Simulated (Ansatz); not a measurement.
Input and output of a relaxation of the atoms for Ba2H3I (P3m1, 6 atoms in the cell) (Ansatz, a quantum-chemistry and plane-wave program).

Method of the run: LDA (PW92), default PAW files made with PBE (plane waves; Ansatz).

The change in words: one atom moved by 0.15 angstrom; relax: default → atoms; relax.f_tol: default → 0.05 eV/Å. Reference geometry:
```yaml
crystal:
  lattice:
    - [4.51372, 0.00000, 0.00000]
    - [-2.25686, 3.90899, 0.00000]
    - [0.00000, 0.00000, 8.07895]
  atoms:
    - { symbol: Ba, position: [0.66667, 0.33333, 0.68472] }
    - { symbol: Ba, position: [0.33333, 0.66667, 0.31528] }
    - { symbol: H, position: [0.66667, 0.33333, 0.35610] }
    - { symbol: H, position: [0.33333, 0.66667, 0.64390] }
    - { symbol: H, position: [0.00000, 0.00000, 0.50000] }
    - { symbol: I, position: [0.00000, 0.00000, 0.00000] }
```

Reference input (self-consistent single point, DFT, LDA (PW92), plane waves, default PAW files made with PBE): basis.ecutwfc = 420 eV; kpoints.mp_grid.grid = 6 6 3; hamiltonian.xc = lda; hamiltonian.pseudopotentials = {kind: paw} (the program's default PAW files); scf.occupations.method = fixed. This run's input differs from it in these lines:

```diff
@@ -6,3 +6,3 @@
   atoms:
-    - { symbol: Ba, position: [0.666667, 0.333333, 0.684720] }
+    - { symbol: Ba, position: [0.666667, 0.333333, 0.703287] }
     - { symbol: Ba, position: [0.333333, 0.666667, 0.315280] }
@@ -21,2 +21,4 @@
   occupations: { method: fixed }
+relax:
+  f_tol: 0.05
 output:
```

Log, with long lists cut:

```
   [... SCF lines of the steps left out ...]
relax step   1: F+E_penalty+E_count = -18967.38492972 eV  Δ(F+E_penalty+E_count) = +0.000e0 eV  max|allowed force component| = 7.107e-1 eV/Å  Δτ_max = 0.0000 Å  (6 SCF iters, dr2 threshold 6.25e-5 eV, accepted)
relax step   2: F+E_penalty+E_count = -18967.40033769 eV  Δ(F+E_penalty+E_count) = -1.541e-2 eV  max|allowed force component| = 5.340e-1 eV/Å  Δτ_max = 0.1963 Å  (4 SCF iters, dr2 threshold 3.16e-5 eV, accepted)
relax step   3: F+E_penalty+E_count = -18967.44056621 eV  Δ(F+E_penalty+E_count) = -4.023e-2 eV  max|allowed force component| = 6.336e-2 eV/Å  Δτ_max = 0.0818 Å  (4 SCF iters, dr2 threshold 1.78e-5 eV, accepted)
relax step   4: F+E_penalty+E_count = -18967.44226364 eV  Δ(F+E_penalty+E_count) = -1.697e-3 eV  max|allowed force component| = 3.466e-3 eV/Å  Δτ_max = 0.0216 Å  (5 SCF iters, accepted)
the relaxation is at rest under the 6 symmetry operations that the run kept from its start: a minimum is not shown …
Stability not checked: this state was not tested for a lower state beside it, because too few of the mixer's solves of this state at the end of the SCF gave a …
Free energy (F): -18967.442264 eV
Internal energy: -18967.442264 eV  (E = F + TS)
E sigma→0 (E₀):  -18967.442264 eV
Fermi energy:    6.503148 eV
--- Forces (eV/Å), atoms counted from 1 ---
  atom   1  Ba     0.00000000     0.00000000    -0.00085576
  atom   2  Ba    -0.00000000    -0.00000000     0.00078981
   [... lines left out ...]
    - { symbol: H, position: [0.6666666666666665, 0.33333333333333326, 0.3637268016190658] }
    - { symbol: H, position: [0.33333333333333326, 0.6666666666666665, 0.6425280255049017] }
    - { symbol: H, position: [2.06558821628696e-19, -1.2659444030760317e-34, 0.5031184170574067] }
    - { symbol: I, position: [1.9814417903291948e-19, 4.379483340371137e-34, 0.0029913812581329425] }
```

The run converged.  The full log also holds: “iter 5 did not close the SCF: its close was put off for the readings that it lacked (scf_convergence_deferred on its scf_iter line)”.

Summary of the result:
- Free energy E − TS (on the zero of these files): -18967.4423 eV
- Top of the valence band (on the code's own zero): 6.50 eV
- Gap on the k-point mesh: 2.12 eV
- Pressure: -2.70 GPa
- Largest force (vector length): 0.003 eV/Å
- Relaxation steps: 4

The starting cell comes from a database of computed structures (which also holds hypothetical and non-ambient phases and stackings), without a prior relaxation at this level. Its lattice was rescaled by up to half a per cent. For this run, on top of that: one atom moved by 0.15 angstrom. Spin-orbit coupling is off. The relaxation keeps the symmetry of its start, so its end need not be a minimum. Ansatz's pressure includes its estimate of the finite-basis (Pulay) stress.

Cost on one core of a shared machine: roughly 30 s.

Keys are those of Ansatz 0.2.
